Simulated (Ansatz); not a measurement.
System: V2O5 (P2₁/m, No. 11, 14 atoms in the cell; start mp-510568). Method: PBEsol (Ansatz, a program for electronic structure, PAW).

Numerical settings: plane-wave cutoff 520 eV, 6×10×6 k mesh (along the axes of the cell as run), Fermi–Dirac smearing 0.01 eV, no spin polarisation, scalar-relativistic PAW data made under PBE.

Cell (relaxed with PBE-D3(BJ)):

Space group P2₁/m (No. 11); a = 6.3159 Å, b = 3.5474 Å, c = 7.2724 Å, α = γ = 90.00°, β = 90.03°

```json
[
 {"atom": "V", "site": "2e", "symmetry": "m", "x": "0.2554", "y": "0.2500", "z": "0.7241"},
 {"atom": "V", "site": "2e", "symmetry": "m", "x": "0.1961", "y": "0.7500", "z": "0.0995"},
 {"atom": "O", "site": "2e", "symmetry": "m", "x": "0.7392", "y": "0.2500", "z": "0.1909"},
 {"atom": "O", "site": "2e", "symmetry": "m", "x": "0.0384", "y": "0.7500", "z": "0.2951"},
 {"atom": "O", "site": "2e", "symmetry": "m", "x": "0.4394", "y": "0.7500", "z": "0.1760"},
 {"atom": "O", "site": "2e", "symmetry": "m", "x": "0.1470", "y": "0.2500", "z": "0.0332"},
 {"atom": "O", "site": "2e", "symmetry": "m", "x": "0.3179", "y": "0.2500", "z": "0.5149"}
]
```

What does this level give for the band gap, smallest direct gap on the k points sampled and direct gap at Γ?


* **band gap**: 1.49 eV (indirect)
* **smallest direct gap on the k points sampled**: 1.75 eV
* **direct gap at Γ**: 1.78 eV

Note: cell and atoms aren't relaxed at this level (largest force component 0.41 eV/Å, pressure -3.2 GPa).

Computing time: very roughly 90 core-seconds.

A start named mp-… is a Materials Project structure, which need not be a measured phase.
